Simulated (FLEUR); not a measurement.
**A self-consistent single point of Nb (Im-3m, 1 atom in the cell) with FLEUR**

Level of theory: FLEUR with revPBE, all-electron FLAPW (FLEUR), scalar-relativistic valence.

Input:

Input of the input generator:

```
Nb FLAPW
&input film=f /
-0.5773502692 0.5773502692 0.5773502692
0.5773502692 -0.5773502692 0.5773502692
0.5773502692 0.5773502692 -0.5773502692
5.3219651065
1.0 1.0 1.0

1
41 0.0000000000 0.0000000000 0.0000000000

&comp jspins=1 /
&exco xctyp='rpbe' /
&kpt div1=11 div2=11 div3=11 /
&end /
```

```xml
<?xml version="1.0" encoding="UTF-8" standalone="no"?>
<fleurInput fleurInputVersion="0.39">
   <comment>
      Nb FLAPW                                                                                            
   </comment>
   <calculationSetup>
      <cutoffs Kmax="4.1" Gmax="16.4" GmaxXC="16.4" numbands="0"/>
      <scfLoop itmax="100" minDistance="0.00001" maxIterBroyd="99" imix="Anderson" alpha="0.05" precondParam="0.0" spinf="2.0"/>
      <coreElectrons ctail="T" frcor="F" kcrel="0" coretail_lmax="0"/>
      <xcFunctional name="rpbe" relativisticCorrections="F"/>
      <magnetism jspins="1"/>
      <soc l_soc="F" theta="0.0" phi="0.0" spav="F"/>
      <expertModes spex="0" secvar="F"/>
      <geometryOptimization l_f="T" forcealpha="1.0" forcemix="BFGS" epsdisp="0.00001" epsforce="0.00001"/>
      <ldaU l_linMix="F" mixParam="0.05" spinf="1.0"/>
   </calculationSetup>
   <cell>
      <bzIntegration valenceElectrons="13.0" mode="hist" fermiSmearingEnergy="0.00183747">
         <kPointListSelection listName="default-1"/>
         <!-- k-points included here -->
         <xi:include xmlns:xi="http://www.w3.org/2001/XInclude" href="kpts.xml"> </xi:include>
      </bzIntegration>
      <!-- symmetry operations included here -->
      <xi:include xmlns:xi="http://www.w3.org/2001/XInclude" href="sym.xml"> </xi:include>
      <bulkLattice scale="1.0">
         <bravaisMatrix>
            <row-1>   -3.0726379869107818     3.0726379869107818     3.0726379869107818</row-1>
            <row-2>    3.0726379869107818    -3.0726379869107818     3.0726379869107818</row-2>
            <row-3>    3.0726379869107818     3.0726379869107818    -3.0726379869107818</row-3>
         </bravaisMatrix>
      </bulkLattice>
   </cell>
   <atomSpecies>
      <species name="Niobium (Nb)" element="Nb" atomicNumber="41">
         <mtSphere radius="2.43" gridPoints="857" logIncrement="0.015"/>
         <atomicCutoffs lmax="10" lnonsphr="8"/>
         <electronConfig flipSpins="F">
            <coreConfig>(1s1/2) (2s1/2) (2p1/2) (2p3/2) (3s1/2) (3p1/2) (3p3/2) (3d3/2) (3d5/2)</coreConfig>
            <valenceConfig>(4s1/2) (4p1/2) (4p3/2) (5s1/2) (4d3/2) (4d5/2)</valenceConfig>
            <stateOccupation state="(5s1/2)" spinUp="0.5" spinDown="0.5"/>
            <stateOccupation state="(4d3/2)" spinUp="0.8" spinDown="0.8"/>
            <stateOccupation state="(4d5/2)" spinUp="1.2" spinDown="1.2"/>
         </electronConfig>
         <energyParameters s="5" p="5" d="4" f="4"/>
         <lo type="SCLO" l="0" n="4" eDeriv="0"/>
         <lo type="SCLO" l="1" n="4" eDeriv="0"/>
      </species>
   </atomSpecies>
   <atomGroups>
      <atomGroup species="Niobium (Nb)">
         <relPos label="                   1">.0000000000 .0000000000 .0000000000</relPos>
         <force calculate="T" relaxXYZ="TTT"/>
      </atomGroup>
   </atomGroups>
   <output dos="F" band="F" slice="F">
      <checks vchk="F" cdinf="F"/>
      <bandDOS minEnergy="-.5*Htr" maxEnergy="0.5*Htr" sigma="0.015" storeEVData="T"/>
      <vacuumDOS vacdos="F" integ="F" star="F" nstars="0" locx1="0.0" locy1="0.0" locx2="0.0" locy2="0.0" nstm="0" tworkf="0.0"/>
      <unfoldingBand unfoldBand="F" supercellX="1" supercellY="1" supercellZ="1"/>
      <plotting iplot="0" polar="F">
         <plot TwoD="T" vec1="  1.0  0.0  0.0" vec2="  0.0  1.0  0.0" vec3="  0.0  0.0  1.0" zero="  0.0  0.0  0.0" file="plot"/>
      </plotting>
      <chargeDensitySlicing numkpt="0" minEigenval="0.0" maxEigenval="0.0" nnne="0" pallst="F"/>
      <specialOutput eonly="F"/>
      <magneticCircularDichroism mcd="F" energyLo="-10.0" energyUp="0.0"/>
   </output>
  <!-- We include the file relax.xml here to enable relaxations (see documentation) -->
  <xi:include xmlns:xi="http://www.w3.org/2001/XInclude" href="relax.xml"> <xi:fallback/> </xi:include>
</fleurInput>
```

Output (repeated stretches shortened):

```
      Welcome to FLEUR        (www.flapw.de)
      MaX-Release 8.1          (www.max-centre.eu)

 ========== k-point set info ==========
 Selected k-point list: default-1
 k-point list type: mesh
 11 x 11 x 11
 Number of k points: 56

 ------------Calculation Setup---------------------------
           1           2           4           7           8          14          28          56
 Number of basis functions:          149
 Iteration:     1   Distance:      12.01660628 me/bohr^3
 Iteration:     2   Distance:      11.05408923 me/bohr^3
 Iteration:     3   Distance:       4.37326128 me/bohr^3
 Iteration:     4   Distance:       2.70992368 me/bohr^3
 Iteration:     5   Distance:       1.37551369 me/bohr^3
 Iteration:     6   Distance:       0.11020737 me/bohr^3
   [... 2 lines left out ...]
 Iteration:     9   Distance:       0.00486702 me/bohr^3
 Iteration:    10   Distance:       0.00102768 me/bohr^3
 Iteration:    11   Distance:       0.00026742 me/bohr^3
 Iteration:    12   Distance:       0.00004521 me/bohr^3
 Iteration:    13   Distance:       0.00000179 me/bohr^3

 Run finished successfully
 Stop message:
   Structural relaxation: Done

[file out, last iteration]
             iter=     14
          p o t e n t i a l   g e n e r a t o r
[...]
          integral of pseudo charge density inside the slab=        0.000000   0.000000
     coulomb potential in the interstitial region:
          density-coulomb potential integrals
          total density-coulomb potenti    -6057.5356091690
          density-effective potential integrals for spin  1
          total density-effective poten   -6.2128214366E+03
          charge density-energy density integrals
          total charge density-energy d   -1.1931358103E+02
 Updated energy parameters for spin:           1
  Atom    1 5s branch from -1.39 to  2.73 htr. ; e_l =  0.3836
  Atom    1 5p branch from -0.45 to  3.42 htr. ; e_l =  0.4942
  Atom    1 4d branch from -6.50 to  1.02 htr. ; e_l =  0.5099
  Atom    1 4f branch from -9.99 to  2.53 htr. ; e_l =  0.7527
  Atom    1 4s branch from-15.42 to -1.39 htr. ; e_l(l -1.4394
  Atom    1 4p branch from-12.03 to -0.45 htr. ; e_l(l -0.5654
[...]
 fermi energy and band-weighting factors:
at  -0.36364   0.45455   0.45455   k-weight:    0.006011
   11 eigenvalues :
   -1.432216   -0.578268   -0.578268   -0.571901    0.412789    0.412789    0.675208    0.742378
    0.742378    0.923395    0.923395
   [... 2 blocks of this kind left out ...]

[...]
FERMIE:
          first approx. to ef    (T=0)  :   0.543989 htr   (energy of the highest occ. eigenvalue)
          number of occ. states  (T=0)  :        357
          first approx. to seigv (T=0)  :  -3.857564 htr
          sum of weights of occ. states :   6.510143
          sum of semicore charge        :   0.000000 e
FERHIS:  Fermi-Energy by histogram:
          bandgap                     :   0.000309 htr
          charge neutrality (T=0)     :   0.020285    (zero if the highest occ. eigenvalue is "entirely" occupied)
     EF_NEWTON:  Adjust Fermi-Energy by Newton-Method.
               Number of iterations needed  :   4
               The error in the weight is   : -0.48239E-13
               The error in ef is           :  0.18365E-14 htr
     -->  new fermi energy            :   0.544542 htr
          valence charge              :  13.000000 e
          actual charge blw ef-8kt    :  12.100676 e
          actual charge blw ef+8kt    :  13.000000 e
          number of occ. states       :       374
          sum of the valence weights  :    6.500000
          entropy         :   0.314584 *kb htr/K =   0.00000 htr/K
          sum of val. single particle energies:        -3.8683548075 htr
 Direct bandgap for spin            1 :    7.1866081668081616E-003  Htr
 at k-point           51  with k-vector   -9.0909090909090912E-002   9.0909090909090912E-002  0.18181818181818182
          valence density: spin= 1
[...]
     l-like charge
     atom     s        p        d        f        total
 -->  1    2.24331  6.05268  2.57904  0.02922   10.90981
          total charge for spin  1=   13.000000
          interst. charge =       2.090188
          mt charge=             10.909812
          total charge  =   13.000000
          z= 41.     r(1)=  0.644563E-05     dx= 0.015000     m.t.index= 857
               n    l     j    energy       weight
               1.   0.   0.5 -690.2114      2.0000
               2.   0.   0.5  -95.9236      2.0000
               2.   1.   0.5  -87.9593      2.0000
   [... 6 lines left out ...]
          atom type    1  (spin 1)
          kinetic energy=  0.387280768204E+04     sum of the eigenvalues= -0.225411198084E+04
          0.00000343  electrons lost from core.
          total charge for spin  1=   41.000000
          interst. charge =       2.090191
          mt charge=             38.909809
          total charge  =   41.000000
          zc=    41.000000     qfix=    1.000000
     t o t a l  e n e r g y
          sum of eigenvalues =             -2257.9803356509
          density-coulomb potential int    -6057.5356091690
          density-effective potential i    -6212.8214365780
          charge density-ex.-corr.energ     -119.3135810255
          el.-nucl. inter. diff. m.t.       4600.7191838091
          Madelung term for atom type:       -26.6927866970
 ---->    total energy=                    -3820.6522551890 htr
 ---->    (input%tkb*entropy) TS=              0.0005780381 htr
 ---->    free energy=                     -3820.6528332271 htr
      extrapolation for T->0
 ---->    total electron energy=           -3820.6525442081 htr
 ***** TOTAL FORCES ON ATOMS *****
 TOTAL FORCE FOR ATOM TYPE=  1  X=  0.000   Y=  0.000   Z=  0.000
                       FX_TOT= 0.000000 FY_TOT= 0.000000 FZ_TOT= 0.000000
 Structural relaxation: Done
```

The run converged in 13 iterations. FLEUR gives forces in its relaxation mode, with a further iteration, so its stop message speaks of a relaxation.

The starting cell comes from a database of computed structures (which also holds hypothetical and non-ambient phases and stackings), without a prior relaxation at this level. Its lattice was rescaled by a random factor within 2.5 % of one. Spin polarisation is off. Values depend on the basis (sphere radii, cutoffs, local orbitals), which need not be converged. The log's line on a gap gives a spacing of levels on this mesh, which the program prints for metals too.
